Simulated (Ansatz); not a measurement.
Arrangements of (Si,Sn) (diamond start, 32 atoms, Si 0.625, Sn 0.375; order 0 is random, negative favours unlike neighbours; against end members of that type):

A. P1 cell, first-shell order -0.47
B. P1 cell, first-shell order -0.13
C. C2 cell, first-shell order +0.40

Method: PBE (plane waves to 420 eV, PAW; Ansatz, an electronic-structure program). No spin–orbit coupling.

### Question
Order them by mixing enthalpy, lowest first.

### Answer
B (127 meV/site), C (132 meV/site), A (137 meV/site)
